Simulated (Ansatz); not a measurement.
The starting structures come from a database of crystals and need not be the phases stable at ambient conditions.

Tunnelling through a barrier is set by its complex band structure: the current falls as exp(−2κd) with the smallest κ.

Input:

```yaml
crystal:
  lattice:
    - [7.54535, 0.00000, 0.00000]
    - [0.00000, 7.54535, 0.00000]
    - [3.77267, -3.77267, 5.33537]
  atoms:
    - { symbol: Mg, position: [0.50000, 0.50000, 0.00000] }
    - { symbol: Mg, position: [0.25000, 0.25000, 0.50000] }
    - { symbol: Sc, position: [0.87500, 0.37500, 0.25000] }
    - { symbol: Sc, position: [0.37500, 0.87500, 0.75000] }
    - { symbol: Sc, position: [0.87500, 0.87500, 0.25000] }
    - { symbol: Sc, position: [0.87500, 0.87500, 0.75000] }
    - { symbol: S, position: [0.64795, 0.11735, 0.23470] }
    - { symbol: S, position: [0.63265, 0.63265, 0.73470] }
    - { symbol: S, position: [0.11735, 0.11735, 0.23470] }
    - { symbol: S, position: [0.63265, 0.10205, 0.73470] }
    - { symbol: S, position: [0.11735, 0.64795, 0.76530] }
    - { symbol: S, position: [0.63265, 0.63265, 0.26530] }
    - { symbol: S, position: [0.11735, 0.11735, 0.76530] }
    - { symbol: S, position: [0.10205, 0.63265, 0.26530] }
```

Space group of this cell: Fd-3m, spinel. The cell is taken as given; by PBEsol its mean pressure is -2.1 GPa.

Transport runs along the normal of the first two printed cell vectors, the (001) plane of the conventional cell.

The gap is the functional's own. No spin-orbit coupling. Mid-gap values are interpolated on the energy grid.

Q: State the band gap and the smallest decay constant κ at mid-gap according to PBEsol (Ansatz, a quantum-chemistry and plane-wave program).

A: Gap 1.47 eV on a 6×6×6 mesh; κ = 0.206 1/Å, at the zone centre.
